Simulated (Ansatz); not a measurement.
Abridged Ansatz (an electronic-structure program) output:

```
Relaxation: its limit of steps is 50 (relax.max_steps)
Pseudopotential: Rb, paw, valence charge 9
Pseudopotential: Bi, paw, valence charge 15
Pseudopotential: O, paw, valence charge 6
Crystal: 5 atoms, lattice volume = 76.692 Å³
Basis set: ecut = 420 eV, 1503 PW (Γ), exchange–correlation on 60×60×60 points (8 copies of the dense FFT grid, shifted against one another)
Bands: 26, of which v1, the nominal top of the filled ones, is band 21 counted from 1 (20 counted from 0)
Symmetry: 16 space group operations
k-points: 126 of 1331
Functional: x = pbesol(κ = 0.804, μ = 0.12345679012345678), c = pbesol(β = 0.046)
SCF iter   1: F=—  HF=-17139.444330 eV  |F-HF|=—  |Δ(HF+E_count)|=         —  Δρ=1.48e-2  dr2=1.41e-1  ethr=1.77e-3  ⟨swp⟩=6.0  Hψ=16658  notcnv=0
SCF iter   2: F=—  HF=-17139.408691 eV  |F-HF|=—  |Δ(HF+E_count)|=   3.56e-2  Δρ=6.83e-3  dr2=2.12e-2  ethr=3.37e-4  ⟨swp⟩=2.2  Hψ=6653  notcnv=0  defer=71
SCF 1 converged in 6 iterations: F = -17139.405599 eV  dr2 = 1.61e-8
relax step   1: F+E_penalty+E_count = -17139.40559853 eV  Δ(F+E_penalty+E_count) = +0.000e0 eV  max|allowed force component| = 4.733e-30 eV/Å  Δτ_max = 0.0000 Å  P = -0.001 GPa  Ω = 76.692 Å³  (6 SCF iters, dr2 threshold 1.00e-7 eV, accepted)
[... steps on the carried basis left out ...]
relax step   7: F+E_penalty+E_count = -17139.38306958 eV  Δ(F+E_penalty+E_count) = +1.445e-4 eV  max|allowed force component| = 7.652e-30 eV/Å  Δτ_max = 0.0000 Å  P = +1.665 GPa  Ω = 75.532 Å³  stress off target by 2.77e-3 GPa  SCF on the basis re-selected at this cell (its energy is not comparable with the rows above)  (7 SCF iters)
SCF converged after 7 iterations
Free energy (F): -17139.383070 eV
Internal energy: -17139.365864 eV  (E = F + TS)
E sigma→0 (E₀):  -17139.374467 eV
Entropy (-TS):   -0.017206 eV (-3.441 meV/atom)
Fermi energy:    7.617955 eV
--- Forces (eV/Å), atoms counted from 1 ---
  atom   1  Rb    -0.00000000    -0.00000000     0.00000000
  atom   2  Bi    -0.00000000     0.00000000     0.00000000
  atom   3  O      0.00000000     0.00000000     0.00000000
  atom   4  O     -0.00000000     0.00000000     0.00000000
  atom   5  O     -0.00000000    -0.00000000     0.00000000
--- Stress (GPa, compression-positive) ---
        4.997229       0.000000       0.000000
        0.000000      -0.001644       0.000000
        0.000000       0.000000      -0.001644
  P = ⅓ Tr σ = 1.6646 GPa (16.646 kbar)
--- Relaxed structure (5 steps of the walk, 5 accepted, 2 SCFs on fresh bases) ---
  cell:  # Å, volume = 75.5321 Å³
    - [4.165630307300545, -2.311115933264683e-33, 0.0]
    - [-2.311115933264683e-33, 4.258194621593637, 0.0]
    - [0.0, 0.0, 4.258194621593637]
  atoms:
    - { symbol: Rb, position: [4.426811450463019e-39, 1.9256629809514126e-37, 0.0] }
    - { symbol: Bi, position: [0.5, 0.5, 0.5] }
    - { symbol: O, position: [4.426811450501068e-39, 0.5, 0.5] }
    - { symbol: O, position: [0.5, 0.5, 0.0] }
    - { symbol: O, position: [0.5, -9.517644618498182e-38, 0.5] }
```

Question: What was computed, and what are the main results?

Answer: RbBiO3, 5 atoms in the cell, with DFT with PBEsol, PAW potentials and a 420 eV plane-wave cutoff in Ansatz, spin-orbit coupling left out, from a series relaxed to a target (uniaxial stress, 5 GPa compression along x). The last SCF converged to F = -17139.383070 eV, or -3427.8766 eV per atom. The total energy compares only with runs of the same code, potentials and settings.

Without a gap, meshes like the base's 11×11×11 leave anisotropic stresses uncertain by several tenths of a GPa, and small strain energies with them. Load acts through the strain it causes; cell and atoms are relaxed under it. Stability under load was not tested beyond the relaxation. All final runs are without spin polarisation. The cell was made from RbBiO$_{3}$ in the cubic perovskite structure (space group Pm-3m, No. 221; a model cell, its experimental status unchecked) by this change: uniaxial stress, 5 GPa compression along x. Many cubic perovskites are stable only at high temperature; tilts and polar distortions were not tested.

Keys are those of Ansatz 0.2.
